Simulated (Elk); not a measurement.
## A self-consistent single point of K2Se (Fm-3m, 3 atoms in the cell) with Elk

Method of the run: LDA (PW92), all-electron FP-LAPW, Elk's shipped species files, APW+lo basis with extra local orbitals (Elk).

The input file:

```
tasks
  0

xctype
  3

rgkmax
  8.0

gmaxvr
  14.0

nxlo
  2

lorbcnd
  .true.

lmaxi
  3

stype
  0

swidth
  0.0001

scale
  1.889726125

avec
    0.0000000000    3.8359550000    3.8359550000
    3.8359550000    0.0000000000    3.8359550000
    3.8359550000    3.8359550000    0.0000000000

sppath
  'species/'

atoms
  2   : nspecies
  'K.in'   : spfname
  2   : natoms; atposl, bfcmt below
  0.2500000000  0.2500000000  0.2500000000    0.0 0.0 0.0
  0.7500000000  0.7500000000  0.7500000000    0.0 0.0 0.0
  'Se.in'   : spfname
  1   : natoms; atposl, bfcmt below
  0.0000000000  0.0000000000  0.0000000000    0.0 0.0 0.0

ngridk
  8 8 8
```

Output (repeated stretches shortened):

```
│ Elk code version 10.2.4 │

All units are atomic (Hartree, Bohr, etc.)

│ Ground-state run starting from atomic densities │

Lattice vectors :
   0.000000000       7.248904378       7.248904378
   7.248904378       0.000000000       7.248904378
   7.248904378       7.248904378       0.000000000

Unit cell volume      :    761.8107704
Brillouin zone volume :   0.3256060732

Muffin-tin inner radius fraction :   0.1000000000E-01

Nuclei treated as point charges

Species :    1 (K)
 parameters loaded from : K.in
 name : potassium
 nuclear charge    :   -19.00000000
 electronic charge :    19.00000000
 atomic mass :    71271.84084
 muffin-tin radius :    2.400000000
 number of radial points in muffin-tin :    497
 atomic positions (lattice), magnetic fields (Cartesian) :
   1 :   0.25000000  0.25000000  0.25000000    0.00000000  0.00000000  0.00000000
   2 :  -0.25000000 -0.25000000 -0.25000000    0.00000000  0.00000000  0.00000000

Species :    2 (Se)
 parameters loaded from : Se.in
 name : selenium
 nuclear charge    :   -34.00000000
 electronic charge :    34.00000000
 atomic mass :    143935.2748
 muffin-tin radius :    2.400000000
 number of radial points in muffin-tin :    497
 atomic positions (lattice), magnetic fields (Cartesian) :
   1 :   0.00000000  0.00000000  0.00000000    0.00000000  0.00000000  0.00000000

Total number of atoms per unit cell :    3

Spin treatment :
 spin-unpolarised

Number of Bravais lattice symmetries :   48
Number of crystal symmetries         :   48
Crystal has inversion symmetry
Real symmetric eigensolver will be used

k-point grid :      8     8     8
k-point offset :    0.000000000       0.000000000       0.000000000
k-point set is reduced with full crystal symmetry group
Total number of k-points :       29

Muffin-tin radius times maximum |G+k| :    8.000000000
 using average radius
Maximum |G+k| for APW functions       :    3.333333333
Maximum (1/2)|G+k|²                   :    5.555555556
Maximum |G| for potential and density :    14.00000000
 potential will be trimmed for |G| > 2 gkmax
Constant for pseudocharge density :    8
Radial integration step length :    4

G-vector grid sizes :     48    48    48
Number of G-vectors :    35341

Maximum angular momentum used for
 APW functions                      :    8
 outer part of muffin-tin           :    6
 inner part of muffin-tin           :    3

Total nuclear charge    :   -72.00000000
Total core charge       :    38.00000000
Total valence charge    :    34.00000000
Total excess charge     :    0.000000000
Total electronic charge :    72.00000000

Effective Wigner radius, rₛ :    1.361889906

Number of empty states         :   12
Total number of valence states :   29
Total number of core states    :   38

Conduction state local-orbitals added automatically
Total number of local-orbitals :  218

Exchange-correlation functional :      3     0     0
 Perdew-Wang/Ceperley-Alder, Phys. Rev. B 45, 13244 (1992)
 gradient requirement :    0
 local density approximation (LDA)

Smearing type :    0
 Gaussian
Smearing width :   0.1000000000E-03
Effective electronic temperature (K) :    31.57750248

Mixing type :    3
 Broyden mixing, J. Phys. A: Math. Gen. 17, L317 (1984)

Kohn-Sham potential initialised from atomic data

│ Self-consistent loop started │
│ Loop number : 1 │
 total energy                :     -3639.99226486
│ Loop number : 2 │
 total energy                :     -3639.77326930
RMS change in Kohn-Sham potential (target) :   0.1291072843     (  0.1000000000E-05)
Absolute change in total energy (target)   :   0.2189955506     (  0.1000000000E-03)
│ Loop number : 3 │
 total energy                :     -3637.61263082
RMS change in Kohn-Sham potential (target) :   0.1019777203     (  0.1000000000E-05)
Absolute change in total energy (target)   :    2.215387372     (  0.1000000000E-03)
│ Loop number : 4 │
 total energy                :     -3635.49784918
RMS change in Kohn-Sham potential (target) :   0.7852235514E-01 (  0.1000000000E-05)
Absolute change in total energy (target)   :    2.668628485     (  0.1000000000E-03)
│ Loop number : 5 │
 total energy                :     -3631.65113641
RMS change in Kohn-Sham potential (target) :   0.3625559043E-01 (  0.1000000000E-05)
Absolute change in total energy (target)   :    4.513869887     (  0.1000000000E-03)
│ Loop number : 6 │
 total energy                :     -3629.36390189
RMS change in Kohn-Sham potential (target) :   0.1076628232E-01 (  0.1000000000E-05)
Absolute change in total energy (target)   :    3.415701993     (  0.1000000000E-03)
│ Loop number : 7 │
 total energy                :     -3628.44697131
RMS change in Kohn-Sham potential (target) :   0.4537412902E-03 (  0.1000000000E-05)
Absolute change in total energy (target)   :    1.770856082     (  0.1000000000E-03)
│ Loop number : 8 │
 total energy                :     -3628.44305136
RMS change in Kohn-Sham potential (target) :   0.4035645702E-03 (  0.1000000000E-05)
Absolute change in total energy (target)   :   0.4466339716     (  0.1000000000E-03)
│ Loop number : 9 │
 total energy                :     -3628.42523012
RMS change in Kohn-Sham potential (target) :   0.1844148730E-03 (  0.1000000000E-05)
Absolute change in total energy (target)   :   0.1294797302     (  0.1000000000E-03)
│ Loop number : 10 │
 total energy                :     -3628.42149013
RMS change in Kohn-Sham potential (target) :   0.4631219520E-04 (  0.1000000000E-05)
Absolute change in total energy (target)   :   0.3610992343E-01 (  0.1000000000E-03)
│ Loop number : 11 │
 total energy                :     -3628.41978089
RMS change in Kohn-Sham potential (target) :   0.6272968756E-05 (  0.1000000000E-05)
Absolute change in total energy (target)   :   0.1073672059E-01 (  0.1000000000E-03)
│ Loop number : 12 │
 total energy                :     -3628.41980895
RMS change in Kohn-Sham potential (target) :   0.3061936123E-05 (  0.1000000000E-05)
Absolute change in total energy (target)   :   0.2656120676E-02 (  0.1000000000E-03)
│ Loop number : 13 │
 total energy                :     -3628.41999760
RMS change in Kohn-Sham potential (target) :   0.8694862842E-06 (  0.1000000000E-05)
Absolute change in total energy (target)   :   0.4753760095E-03 (  0.1000000000E-03)
│ Loop number : 14 │
 total energy                :     -3628.42006116
RMS change in Kohn-Sham potential (target) :   0.2598174528E-06 (  0.1000000000E-05)
Absolute change in total energy (target)   :   0.5528617612E-04 (  0.1000000000E-03)
Convergence targets achieved

│ Loop number : 15 │

Energies :
 Fermi                       :     0.230327952456E-01
 sum of eigenvalues          :     -2102.64911190
 electron kinetic            :      3692.80752041
 core electron kinetic       :      3413.24948175
 Coulomb                     :     -7172.57816699
 Coulomb potential           :     -5598.67528148
 nuclear-nuclear             :     -350.777708578
 electron-nuclear            :     -8044.92563534
 Hartree                     :      1223.12517693
 Madelung                    :     -4373.24052625
 xc potential                :     -196.781350829
 exchange                    :     -142.549041392
 correlation                 :     -6.10039846430
 total energy                :     -3628.42008644

Density of states at Fermi energy :   0.8375524876E-05
 (states/Hartree/unit cell)

Estimated indirect band gap :   0.7041350810E-01
 from k-point     21 to k-point      1
Estimated direct band gap   :   0.7567968900E-01
 at k-point      1

Charges :
 core                        :    38.00000000
 valence                     :    34.00000000
 interstitial                :    4.334974736
 muffin-tins (core leakage)
  species :    1 (K)
   atom    1                 :    17.59250610     (  0.1160483176E-06)
   atom    2                 :    17.59250610     (  0.1160483176E-06)
  species :    2 (Se)
   atom    1                 :    32.48001307     (  0.5975834528E-04)
 total in muffin-tins        :    67.66502526
 total calculated charge     :    72.00039009
 total charge                :    72.00000000
 error                       :   0.3900940160E-03

│ Self-consistent loop stopped │
```

The run converged in 15 iterations. The count includes the last loop, which Elk runs after its targets are met.

The starting cell comes from a database of computed structures (which also holds hypothetical and non-ambient phases and stackings), without a prior relaxation at this level. Values depend on the basis (sphere radii, cutoffs, local orbitals), which need not be converged.
